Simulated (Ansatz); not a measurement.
## BaTiO3 (R3m, No. 160, 5 atoms in the cell; start mp-5020)

Computed with r²SCAN-D4 in Ansatz (plane waves, PAW).

Run with plane-wave cutoff 500 eV, 10×10×10 k mesh, gaussian smearing 0.02 eV, no spin polarisation, scalar-relativistic PAW data made under PBE.

Cell (relaxed at this level):

```xyz
5
Lattice="2.8325 1.6354 2.3237 -2.8325 1.6354 2.3237 0.0000 -3.2707 2.3237" Properties=species:S:1:pos:R:3 pbc="T T T"
Ba     0.0000     0.0000     0.0058
Ti     0.0000     0.0000     3.5808
O     -1.3912     0.8032     4.5465
O      0.0000    -1.6064     4.5465
O      1.3912     0.8032     4.5465
```

```yaml
band_gap: 2.82 eV (on the SCF k mesh)
```

Note: the relaxation could not lower the start's symmetry, so the cell can be a saddle point above a distorted one.

Spin–orbit coupling is not included.

A start named mp-… is a Materials Project structure, which need not be a measured phase.

Ansatz is an electronic-structure program.
